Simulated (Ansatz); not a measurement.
The parent structure is TiC in the rock salt structure (space group Fm-3m, No. 225; a = 4.293 Å; relaxed with 0.1 eV smearing). Axes: x, y, z lie along the cube axes.

Method: PBEsol (Ansatz, a program for electronic structure), no spin-orbit coupling.

Before the change:

Pressure: 0.0 GPa

Now apply this change: biaxial strain +0.42 %, plane normal [111], relaxed out of plane (Cartesian); in-plane vectors clamped, the third vector and the atoms free.

Q: Estimate the effect on the energy relative to the base, out-of-plane strain and pressure.

A: The energy goes up by 0.6 meV/atom; the out-of-plane strain is -0.26 %; the pressure (mean of the normal stresses, compression positive) goes from zero to -1.5 GPa.

Whether these cells are dynamically stable was not tested. All final runs are without spin polarisation.
